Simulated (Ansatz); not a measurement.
Base system: SrZrO3 in the cubic perovskite structure (space group Pm-3m, No. 221; a = 4.130 Å).

Perturbation: hydrostatic tension (pressure −1 GPa).

Levels (all Ansatz, a program for electronic structure, PAW): PBEsol (420 eV, no SOC); PBEsol+SOC (420 eV, with spin-orbit coupling).

The geometry is relaxed with PBEsol.

| Item | Result |
|---|---|
| PBEsol lowest conduction level above the VBM at special points | Γ 3.29 eV; X 3.73 eV; M 5.89 eV; R 6.09 eV |
| PBEsol gap character | indirect, R → Γ |

### Question
What does PBEsol+SOC give at this geometry for the lowest conduction level above the VBM at special points, hole mass, electron mass and gap character?

### Answer
The lowest conduction level above the VBM at special points changes from Γ 3.29 eV; X 3.73 eV; M 5.89 eV; R 6.09 eV to Γ 3.26 eV; X 3.73 eV; M 5.86 eV; R 6.09 eV; the hole mass (degenerate bands, along [100]) comes out as 0.86, 2.3 mₑ (at R); the electron mass (degenerate bands, along [100]) comes out as 0.35, 0.81 mₑ (at Γ); the gap character remains indirect, R → Γ.

Single points use the geometry relaxed with PBEsol. The spin-orbit shifts are approximate. Load acts through the strain it causes; cell and atoms are relaxed under it. Effective masses come from finite differences of ±0.01 Å⁻¹. Whether these cells are dynamically stable was not tested. Many cubic perovskites are stable only at high temperature; tilts and polar distortions were not tested.
